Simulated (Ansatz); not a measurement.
# SnS: biaxial strain +2.21 %, plane normal [001], relaxed out of plane

Consider SnS in the GeS type structure (space group Pnma, No. 62; a = 11.155 Å, b = 4.000 Å, c = 4.261 Å). Axes: x, y, z lie along a, b, c of the conventional cell.

Modification: tensile biaxial strain of 2.21 % in the plane normal to [001], as in epitaxy on a mismatched substrate; the out-of-plane cell vector and the atoms relax.

Method: DFT with PBE-D3(BJ), PAW potentials and a 420 eV plane-wave cutoff in Ansatz (a program for electronic structure), spin-orbit coupling left out. k-mesh 8×3×8 (Γ-centred); smearing 0.05 eV (Fermi–Dirac), for the changed cell.

- Space group = Pnma (No. 62) (base Pnma (No. 62))
- Shortest interatomic distance = 4.974 bohr (base 4.992 bohr)
- Pressure (mean of the normal stresses, compression positive) = -0.76 GPa (base 0.00 GPa)
- Band gap = 0.67 eV (base 0.70 eV)
- Gap character = indirect, Γ–Z (83 % along) → Γ (base indirect, Γ–Z (83 % along) → Y–Γ (33 % along))
- Smallest direct gap = 0.87 eV (base 0.85 eV)
- Width of the top valence band = 1.78 eV (base 1.79 eV)
- Out-of-plane strain = -2.66 %
- Ratio −ε⊥/ε∥ = 1.20

Final structure (turned so that z lies along the plane normal):

```
CELL_PARAMETERS angstrom
      4.08816     0.00000     0.00000
      0.00000    11.40149     0.00000
      0.00000     0.00000     4.14821
ATOMIC_POSITIONS crystal
  Sn 0.75000 0.37860 0.59452
  Sn 0.25000 0.12140 0.09452
  Sn 0.25000 0.62140 0.40548
  Sn 0.75000 0.87860 0.90548
  S  0.75000 0.64933 0.97991
  S  0.25000 0.85067 0.47991
  S  0.25000 0.35067 0.02009
  S  0.75000 0.14933 0.52009
```

Whether these cells are dynamically stable was not tested.
